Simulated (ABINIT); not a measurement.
Worked example: self-consistent single point of Hf (P6_3/mmc, 2 atoms in the cell) in ABINIT.

Method: PBE, norm-conserving pseudopotentials (PseudoDojo nc-sr-05 PBE standard) (plane waves; ABINIT).

The change in words: lattice scaled by 0.98. Reference geometry:
```
CELL_PARAMETERS angstrom
      1.57857    -2.73417     0.00000
      1.57857     2.73417     0.00000
      0.00000     0.00000     4.99798
ATOMIC_POSITIONS crystal
  Hf 0.33333 0.66667 0.25000
  Hf 0.66667 0.33333 0.75000
```

Reference input (self-consistent single point, DFT, PBE, plane waves, norm-conserving pseudopotentials (PseudoDojo nc-sr-05 PBE standard)): pseudos = [Hf.upf]; ecut = 789 eV; occopt = 7; tsmear = 0.1 eV; ngkpt = 8 8 5; nshiftk = 1; shiftk = 0 0 0; potentials = PseudoDojo nc-sr-05 PBE standard; nband = 17; kptopt = 1; nstep = 80; toldfe = 1e-09 Ha. This run's input differs from it in these lines:

```diff
@@ -5,5 +5,5 @@
 rprim
-         1.5785717381   -2.7341664537    0.0000000000
-         1.5785717381    2.7341664537    0.0000000000
-         0.0000000000    0.0000000000    4.9979850000
+         1.5470006157   -2.6794836657    0.0000000000
+         1.5470006157    2.6794836657    0.0000000000
+         0.0000000000    0.0000000000    4.8980250000
 natom 2
```

Log, with long lists cut:

```
--- !BeginCycle
solver: {iscf: 7, nstep: 80, nline: 4, wfoptalg: 0, }
tolerances: {toldfe: 1.00E-09, }
...

     iter   Etot(hartree)      deltaE(h)  residm     vres2
 ETOT  1  -112.77337087587    -1.128E+02 1.383E-01 1.480E+01
 ETOT  2  -112.82099615470    -4.763E-02 1.462E-02 2.970E-01
 ETOT  3  -112.82108190266    -8.575E-05 1.772E-03 1.730E-03
 ETOT  4  -112.82108228638    -3.837E-07 3.756E-03 1.120E-05
 ETOT  5  -112.82108228921    -2.830E-09 5.854E-04 1.286E-07
 ETOT  6  -112.82108228926    -4.249E-11 9.017E-04 1.133E-09
 ETOT  7  -112.82108228926    -5.116E-13 3.016E-04 1.103E-11
 At SCF step    7, etot is converged :
  for the second time, diff in etot=  5.116E-13 < toldfe=  1.000E-09

 Cartesian components of stress tensor (hartree/bohr^3)
  sigma(1 1)= -4.62253997E-04  sigma(3 2)=  0.00000000E+00
  sigma(2 2)= -4.62253997E-04  sigma(3 1)=  0.00000000E+00
  sigma(3 3)= -4.91779876E-04  sigma(2 1)=  0.00000000E+00

 ----iterations are completed or convergence reached----

 reduced coordinates (array xred) for    2 atoms
       0.333333333333      0.666666666667      0.250000000000
       0.666666666667      0.333333333333      0.750000000000
 cartesian forces (eV/Angstrom) at end:
    1     -0.00000000000000    -0.00000000000000    -0.00000000000000
    2      0.00000000000000     0.00000000000000    -0.00000000000000
 frms,max,avg= 3.6174095E-27 4.7363008E-27   0.000E+00  0.000E+00  0.000E+00 e/A
   [... lines left out ...]
 Fermi (or HOMO) energy (hartree) =   0.44196   Average Vxc (hartree)=  -0.44887
 Fermi (or HOMO) energy (eV) =  12.02621   Average Vxc (eV)= -12.21440
   [... lines left out ...]
total_energy        : -1.12821082289258E+02
total_energy_eV     : -3.07001777767364E+03
band_energy         : -1.25681170068594E+01
...

-Cartesian components of stress tensor (GPa)         [Pressure=  1.3890E+01 GPa]
- sigma(1 1)= -1.35999799E+01  sigma(3 2)=  0.00000000E+00
- sigma(2 2)= -1.35999798E+01  sigma(3 1)=  0.00000000E+00
- sigma(3 3)= -1.44686611E+01  sigma(2 1)=  0.00000000E+00

 Calculation completed.
```

The run converged in 7 iterations. Against the reference run the free energy rises by 75.0 meV/atom and the pressure goes from 5.36 to 13.89 GPa.

The starting cell has typed, rounded lattice constants, without a prior relaxation at this level. Its lattice was rescaled by a random factor within 2.5 % of one. For this run, on top of that: lattice scaled by 0.98. With a pressure of about 14 GPa the cell is away from its equilibrium volume at this level.

Cost on one core of a shared machine: roughly 40 s.
